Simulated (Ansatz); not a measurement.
The starting structures come from a database of crystals and need not be the phases stable at ambient conditions.

The decay constant κ of evanescent states in the gap governs leakage through a thin film.

Input:

```xyz
14
Lattice="4.8188 0.0000 0.0000 0.0000 5.5003 0.0000 2.4094 -1.4499 5.9726" Properties=species:S:1:pos:R:3 pbc="T T T"
V      3.5671     3.1043     4.2659
V      3.6610     0.9461     1.7067
V      1.1578     3.6963     1.7067
V      6.0704     0.3541     4.2659
O      5.1087     1.7156     4.6591
O      2.1194     2.3348     1.3135
O      2.6993     5.0849     1.3135
O      4.5288    -1.0345     4.6591
O      5.1569     0.1338     2.4301
O      2.0712     3.9166     3.5425
O      2.7476     1.1664     3.5425
O      4.4806     2.8839     2.4301
O      0.5530     4.1252     0.0000
O      4.2657     1.3751     0.0000
```

Space group of this cell: C2/c. The cell is strained (all lengths scaled by 1.02); by r2SCAN its mean pressure is -22.8 GPa.

Transport runs along the normal of the first two printed cell vectors.

The gap is the functional's own. No spin-orbit coupling. Mid-gap values are interpolated on the energy grid.

### Question
Estimate the band gap and the smallest decay constant κ at mid-gap that r2SCAN run with Ansatz (a program for electronic structure) returns for this system.

### Answer
Gap 1.29 eV on a 8×6×8 mesh; κ = 0.236 1/Å, at (0.000, 0.333) of the in-plane reciprocal vectors. At the zone centre, at the nearest computed energy, the slowest state has κ = 0.28 1/Å.
